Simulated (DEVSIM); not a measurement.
Device: Co/SiON/SiO2/n-Si capacitor, at 300 K.

| layer (left to right) | material | thickness (nm) | Nd (cm⁻³) |
|---|---|---|---|
| 1 | SiON | 8.30 | - |
| 2 | SiO2 | 1.30 | - |
| 3 | Si | 8300 | 4.8e15 |

Metal gate on the left, work function 5 eV. Fixed charge at the semiconductor interface 0 cm⁻² (in units of +e); no interface traps.

This is a model device: material constants are rounded textbook-type values typed into the input, and sizes, dopings and lifetimes were drawn at random. Values at 300 K; Nc and Nv go as T^1.5, mobilities as T to minus their exponent, the gap by Varshni's rule with the affinity fixed.

| parameter | SiON | SiO2 | Si |
|---|---|---|---|
| gap (eV) | 7 | 9 | 1.124 |
| affinity (eV) | 1.4 | 0.9 | 4.05 |
| permittivity | 5.5 | 3.9 | 11.7 |
| Nc (cm⁻³) | - | - | 2.86e19 |
| Nv (cm⁻³) | - | - | 3.1e19 |
| Varshni α (eV/K) | - | - | 0.000473 |
| Varshni β (K) | - | - | 636 |

Simulated with DEVSIM: 1D Poisson equation in equilibrium, Boltzmann statistics, complete ionisation; no quantum confinement or tunnelling. Metal contacts follow the ideal Schottky-Mott rule: no Fermi-level pinning, no interface dipoles.

Base results: minimum of the low-frequency capacitance (μF/cm²) 0.0261; flat-band voltage (V) 0.73; threshold voltage (band bending 2φF) (V) -0.01.

Problem. What follows from this one change: gate work function 5 → 4.7 eV?

Solution. minimum of the low-frequency capacitance little changed (0.0261 μF/cm²); flat-band voltage 0.73 → 0.43 V; threshold voltage (band bending 2φF) -0.01 → -0.31 V.

Problem. What follows from this one change: temperature 300 → 400 K?

Solution. minimum of the low-frequency capacitance 0.0261 → 0.0343 μF/cm²; flat-band voltage 0.73 → 0.64 V; threshold voltage (band bending 2φF) -0.01 → 0.11 V.

Problem. What follows from this one change: substrate doping 4.8e+15 → 2.4e+15 cm^-3?

Solution. minimum of the low-frequency capacitance 0.0261 → 0.0195 μF/cm²; flat-band voltage 0.73 → 0.71 V; threshold voltage (band bending 2φF) -0.01 → 0.02 V.
